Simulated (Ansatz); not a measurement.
The parent structure is AlRu in the CsCl type structure (space group Pm-3m, No. 221).

```
AlRu
1.0
    2.97633     0.00000     0.00000
    0.00000     2.97633     0.00000
    0.00000     0.00000     2.97633
Al Ru
1 1
Direct
  0.00000   0.00000   0.00000
  0.50000   0.50000   0.50000
```

Cartesian axes are those of the cell as printed.

Level of theory: DFT with PBEsol, PAW potentials and a 420 eV plane-wave cutoff in Ansatz (a program for electronic structure), without spin-orbit coupling.

Before the change:

```
Item                Value
---------------  --------
Volume per atom  13.18 Å³
```

Modification: uniaxial stress, 1 GPa tension along x, with the cell and atoms free to relax against it.

Task: What does the calculation give for the volume per atom after the change?

Result: The volume per atom rises by 0.02 Å³ to 13.20 Å³.

Task: What does the calculation give for the energy relative to the base after the change?

Result: The energy stays essentially unchanged.

Without a gap, meshes like the base's 16×16×16 leave anisotropic stresses uncertain by several tenths of a GPa, and small strain energies with them. Load acts through the strain it causes; cell and atoms are relaxed under it. Beyond what the load breaks, stability against distortions was not tested. All final runs are without spin polarisation.
